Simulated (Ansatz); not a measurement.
Corundum Ga2O3 (metastable phase), treated with LDA in Ansatz (PAW).

Numerical settings: plane-wave cutoff 520 eV, 8×8×8 k mesh, Fermi–Dirac smearing 0.01 eV, scalar-relativistic PAW data made under PBE.

Equation-of-state points:

| V (Å³/atom) | E − E_lowest (meV/atom) | P (GPa) |
|---|---|---|
| 9.035 | 12.01 | 10.61 |
| 9.223 | 2.89 | 5.02 |
| 9.412 | 0.00 | -0.01 |
| 9.600 | 2.70 | -4.51 |
| 9.788 | 10.41 | -8.55 |

Fit the third-order Birch–Murnaghan equation and give B0 and B′.

V0 = 9.411 Å³/atom, B0 = 238 GPa, B′ = 4.4 (fit to the energies at full precision).

Shape and atoms are relaxed at each volume.

Measured, for comparison: bulk modulus 220 ± 9 GPa (room temperature, no zero-point or thermal correction, equation of state from high-pressure X-ray diffraction, sources range from 220 to 252; as tabulated in Phys. Rev. B 77, 094123 (2008), gallium oxide under pressure (UNLV record)). Computed less measured: bulk modulus +8 % (inside the range of the sources held).

Computed values are for the static lattice.

Computing time: around 13 core-minutes (rough).

Ansatz is an electronic-structure program.
